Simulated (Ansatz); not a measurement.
# How the bulk modulus B0 of CsCl-type NiTi (cubic form, which distorts at low temperature) moves with the method

No measured value is used here.

```
level (code)     value (GPa)  cell (Å³/atom)
---------------  -----------  --------------
LDA (Ansatz)             190           12.68
PBEsol (Ansatz)   (withheld)           13.10
r²SCAN (Ansatz)          173           13.34
```

### Question
Complete the blanks.

### Answer

- PBEsol (Ansatz, a first-principles code), value (GPa): 176

Spin-polarised start: LDA, PBEsol, r²SCAN. LDA, PBEsol, r²SCAN: the starting moments vanished in the run, and other orders were not tried. LDA, PBEsol, r²SCAN: symmetry holds this phase in the static calculation, where it need not be a minimum. LDA, PBEsol, r²SCAN: the relaxation could not lower the start's symmetry, so the cell can be a saddle point above a distorted one. Each level is taken at its own relaxed cell. Cutoffs differ between the levels. Ansatz's density-functional and Hartree–Fock values are scalar-relativistic unless marked +SOC, with PAW data made under PBE.
